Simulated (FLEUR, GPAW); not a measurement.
A FLEUR input for a self-consistent single point of BaS₃ (P-42_1m, 8 atoms in the cell) (DFT, PBEsol, all-electron FLAPW (FLEUR), scalar-relativistic valence):

Input of the input generator:

```
BaS3 crystal
&input film=f /
7.0965610000 0.0000000000 0.0000000000
0.0000000000 7.0965610000 0.0000000000
0.0000000000 0.0000000000 4.3037030000
1.8897261246
1.0 1.0 1.0

8
56 0.5000000000 0.5000000000 0.0000000000
56 0.0000000000 0.0000000000 0.0000000000
16 0.6778800000 0.8221200000 0.4751900000
16 0.8221200000 0.3221200000 0.5248100000
16 0.3221200000 0.1778800000 0.4751900000
16 0.1778800000 0.6778800000 0.5248100000
16 0.5000000000 0.0000000000 0.2115100000
16 0.0000000000 0.5000000000 0.7884900000

&comp jspins=1 /
&exco xctyp='PBEs' /
&kpt div1=3 div2=3 div3=5 /
&end /
```

```xml
<?xml version="1.0" encoding="UTF-8" standalone="no"?>
<fleurInput fleurInputVersion="0.39">
   <comment>
      BaS3 crystal                                                                                        
   </comment>
   <calculationSetup>
      <cutoffs Kmax="4.3" Gmax="17.2" GmaxXC="17.2" numbands="0"/>
      <scfLoop itmax="100" minDistance="0.00001" maxIterBroyd="15" imix="Anderson" alpha="0.05" precondParam="0.0" spinf="2.0"/>
      <coreElectrons ctail="T" frcor="F" kcrel="0" coretail_lmax="0"/>
      <xcFunctional name="PBEs" relativisticCorrections="F"/>
      <magnetism jspins="1"/>
      <soc l_soc="F" theta="0.0" phi="0.0" spav="F"/>
      <expertModes spex="0" secvar="F"/>
      <geometryOptimization l_f="T" forcealpha="1.0" forcemix="BFGS" epsdisp="0.00001" epsforce="0.00001"/>
      <ldaU l_linMix="F" mixParam="0.05" spinf="1.0"/>
   </calculationSetup>
   <cell>
      <bzIntegration valenceElectrons="56.0" mode="hist" fermiSmearingEnergy="0.0001">
         <kPointListSelection listName="default-1"/>
         <!-- k-points included here -->
         <xi:include xmlns:xi="http://www.w3.org/2001/XInclude" href="kpts.xml"> </xi:include>
      </bzIntegration>
      <!-- symmetry operations included here -->
      <xi:include xmlns:xi="http://www.w3.org/2001/XInclude" href="sym.xml"> </xi:include>
      <bulkLattice scale="1.0">
         <bravaisMatrix>
            <row-1>   13.4105567165175010     0.0000000000000000     0.0000000000000000</row-1>
            <row-2>    0.0000000000000000    13.4105567165175010     0.0000000000000000</row-2>
            <row-3>    0.0000000000000000     0.0000000000000000     8.1328199916193924</row-3>
         </bravaisMatrix>
      </bulkLattice>
   </cell>
   <atomSpecies>
      <species name="Barium (Ba)" element="Ba" atomicNumber="56">
         <mtSphere radius="2.68" gridPoints="925" logIncrement="0.014"/>
         <atomicCutoffs lmax="10" lnonsphr="8"/>
         <electronConfig flipSpins="F">
            <coreConfig>(1s1/2) (2s1/2) (2p1/2) (2p3/2) (3s1/2) (3p1/2) (3p3/2) (4s1/2) (3d3/2) (3d5/2) (4p1/2) (4p3/2) (4d3/2) (4d5/2)</coreConfig>
            <valenceConfig>(5s1/2) (5p1/2) (5p3/2) (6s1/2)</valenceConfig>
         </electronConfig>
         <energyParameters s="6" p="6" d="5" f="4"/>
         <lo type="SCLO" l="0" n="5" eDeriv="0"/>
         <lo type="SCLO" l="1" n="5" eDeriv="0"/>
      </species>
      <species name="Sulfur (S)" element="S" atomicNumber="16">
         <mtSphere radius="1.87" gridPoints="645" logIncrement="0.018"/>
         <atomicCutoffs lmax="8" lnonsphr="6"/>
         <electronConfig flipSpins="F">
            <coreConfig>(1s1/2) (2s1/2) (2p1/2) (2p3/2)</coreConfig>
            <valenceConfig>(3s1/2) (3p1/2) (3p3/2)</valenceConfig>
            <stateOccupation state="(3p1/2)" spinUp="0.6666666666667" spinDown="0.6666666666667"/>
            <stateOccupation state="(3p3/2)" spinUp="1.3333333333333" spinDown="1.3333333333333"/>
         </electronConfig>
         <energyParameters s="3" p="3" d="3" f="4"/>
      </species>
   </atomSpecies>
   <atomGroups>
      <atomGroup species="Barium (Ba)">
         <relPos label="                   1">1.000/2.000 1.000/2.000 .0000000000</relPos>
         <relPos label="                   2">.0000000000 .0000000000 .0000000000</relPos>
         <force calculate="T" relaxXYZ="TTT"/>
      </atomGroup>
      <atomGroup species="Sulfur (S)">
         <relPos label="                   3">-.3221200000 -.1778800000 .4751900000</relPos>
         <relPos label="                   4">-.1778800000 .3221200000 -.4751900000</relPos>
         <relPos label="                   5">.3221200000 .1778800000 .4751900000</relPos>
         <relPos label="                   6">.1778800000 -.3221200000 -.4751900000</relPos>
         <force calculate="T" relaxXYZ="TTT"/>
      </atomGroup>
      <atomGroup species="Sulfur (S)">
         <relPos label="                   7">1.000/2.000 .0000000000 .2115100000</relPos>
         <relPos label="                   8">.0000000000 1.000/2.000 -.2115100000</relPos>
         <force calculate="T" relaxXYZ="TTT"/>
      </atomGroup>
   </atomGroups>
   <output dos="F" band="F" slice="F">
      <checks vchk="F" cdinf="F"/>
      <bandDOS minEnergy="-.5*Htr" maxEnergy="0.5*Htr" sigma="0.015" storeEVData="T"/>
      <vacuumDOS vacdos="F" integ="F" star="F" nstars="0" locx1="0.0" locy1="0.0" locx2="0.0" locy2="0.0" nstm="0" tworkf="0.0"/>
      <unfoldingBand unfoldBand="F" supercellX="1" supercellY="1" supercellZ="1"/>
      <plotting iplot="0" polar="F">
         <plot TwoD="T" vec1="  1.0  0.0  0.0" vec2="  0.0  1.0  0.0" vec3="  0.0  0.0  1.0" zero="  0.0  0.0  0.0" file="plot"/>
      </plotting>
      <chargeDensitySlicing numkpt="0" minEigenval="0.0" maxEigenval="0.0" nnne="0" pallst="F"/>
      <specialOutput eonly="F"/>
      <magneticCircularDichroism mcd="F" energyLo="-10.0" energyUp="0.0"/>
   </output>
  <!-- We include the file relax.xml here to enable relaxations (see documentation) -->
  <xi:include xmlns:xi="http://www.w3.org/2001/XInclude" href="relax.xml"> <xi:fallback/> </xi:include>
</fleurInput>
```

### Question
Translate this input to GPAW.

### Answer
This is the input that was run; spellings and numerical settings could be chosen otherwise.

```python
from ase import Atoms
from ase.units import GPa
from gpaw import GPAW

atoms = Atoms(['Ba', 'Ba', 'S', 'S', 'S', 'S', 'S', 'S'],
              cell=[[7.096561, 0.000000, 0.000000],
                    [0.000000, 7.096561, 0.000000],
                    [0.000000, 0.000000, 4.303703]],
              scaled_positions=[[0.500000, 0.500000, 0.000000],
                                [0.000000, 0.000000, 0.000000],
                                [0.677880, 0.822120, 0.475190],
                                [0.822120, 0.322120, 0.524810],
                                [0.322120, 0.177880, 0.475190],
                                [0.177880, 0.677880, 0.524810],
                                [0.500000, 0.000000, 0.211510],
                                [0.000000, 0.500000, 0.788490]],
              pbc=True)

calc = GPAW(mode={'name': 'pw', 'ecut': 550},
            xc='PBEsol',
            kpts=(3, 3, 5),
            occupations={'name': 'fermi-dirac', 'width': 0.0},
            nbands=-8,
            convergence={'density': 1e-05, 'energy': 1e-05, 'bands': -6},
            symmetry={'symmorphic': False, 'tolerance': 0.0005},
            maxiter=120,
            txt='-')

atoms.calc = calc

energy = atoms.get_potential_energy()
print('Energy (eV):', round(energy, 6))
forces = atoms.get_forces()
print('Forces (eV/Ang):')
print(forces.round(5))
stress = atoms.get_stress()
print('Stress (GPa, Voigt):', (stress / GPa).round(4))
```

Basis, cutoffs, solver keys and any potentials are the target program's own. This input uses DFT PBEsol, plane waves, GPAW PAW datasets PBEsol (made by gpaw-setup).

The starting cell comes from a database of computed structures (which also holds hypothetical and non-ambient phases and stackings), without a prior relaxation at this level. Its lattice was rescaled by a random factor within 2.5 % of one.
